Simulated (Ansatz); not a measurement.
The starting structures come from a database of crystals and need not be the phases stable at ambient conditions.

 Where the default PAW files enter, the runs use the earlier of Ansatz's two default sets.

**Evanescent states of K₂Pt (Fm-3m, not sure to be the ambient phase, 3 atoms a cell, 36.0 Å³ an atom) along the normal of (001)**

These are r2SCAN (plane waves, PAW; Ansatz, an electronic-structure program) values and carry that method's errors.

The gap is the functional's own, uncorrected, and κ follows it; spin-orbit coupling is left out. Mid-gap values are interpolated between the computed energies.

Energies count from the valence-band top; κ is the least over a 6×6 mesh across the current.

```tsv
E (eV)	κ (1/Å)	where
0.04	0.218	off Γ
0.14	0.249	Γ
0.23	0.257	Γ
0.32	0.264	Γ
0.41	[?]	Γ
0.49	[?]	Γ
0.58	[?]	Γ
0.68	[?]	off Γ
0.77	[?]	off Γ
0.85	[?]	off Γ
0.94	[?]	off Γ
1.03	[?]	off Γ
1.12	0.218	off Γ
1.22	0.198	off Γ
1.30	0.173	off Γ
1.40	0.141	off Γ
1.49	0.096	off Γ
```

Question: Some entries are withheld; supply them.

Answer: 
- 0.41, κ (1/Å): 0.270
- 0.49, κ (1/Å): 0.275
- 0.58, κ (1/Å): 0.279
- 0.68, κ (1/Å): 0.280
- 0.77, κ (1/Å): 0.272
- 0.85, κ (1/Å): 0.262
- 0.94, κ (1/Å): 0.250
- 1.03, κ (1/Å): 0.235
